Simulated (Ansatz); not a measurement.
Consider the following.

```yaml
crystal:
  lattice:
    - [0.00000, 1.78014, 1.73564]
    - [1.78014, 0.00000, 1.73564]
    - [1.78014, 1.78014, 0.00000]
  atoms:
    - { symbol: C, position: [0.00000, 0.00000, 0.00000] }
    - { symbol: C, position: [0.25000, 0.25000, 0.25000] }
```

No spin polarisation.

Calculations: r2SCAN, PAW, 500 eV (Ansatz, a program for electronic structure; without spin-orbit coupling). Settings: 16×16×16 k-points, 0.05 eV Fermi–Dirac smearing.

### Question
Predict the band gap, electron mass, stress and valence-band top at Γ.

### Answer
- Band gap: 3.73 eV
- Electron mass: 1.5 mₑ along k, 0.27 mₑ across (off the special points)
- Stress (xx, yy, zz, yz, xz, xy; compression positive): (3.60, 3.60, 28.73, 0.00, 0.00, 0.00) GPa
- Valence-band top at Γ (three highest levels, from the VBM): 0.00, -0.40, -0.40 eV

The cells carry an imposed strain or load. Effective masses come from finite differences of ±0.01 Å⁻¹. Along k means along the line from Γ to the band edge. No phonon test of stability was made. The cell was made from C in the diamond structure (space group Fd-3m, No. 227) by this change: uniaxial strain ε_zz = −2.50 %.
